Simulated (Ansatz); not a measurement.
The reference is BP in the rock salt structure (space group Fm-3m, No. 225; a = 4.289 Å; a hypothetical phase, not in the database extracts checked).

Computed with PBEsol (Ansatz, a first-principles code; PAW; 420 eV plane waves; without spin-orbit coupling).

One change was made to it. Results:

| quantity | base | after |
|---|---|---|
| lattice parameter a | 4.289 Å | 4.276 Å |
| band gap | zero | zero |

Question: Which change produced these results?
A) pressure −1 GPa
B) pressure 0.3 GPa
C) pressure 1.5 GPa
D) pressure −2 GPa

Answer: C, pressure 1.5 GPa. For comparison, the lattice parameter a in the other runs: pressure −2 GPa gives 4.306 Å; pressure 0.3 GPa gives 4.286 Å; pressure −1 GPa gives 4.297 Å.

Load acts through the strain it causes; cell and atoms are relaxed under it. Stability against distortions was not tested. The final runs are not spin-polarised.
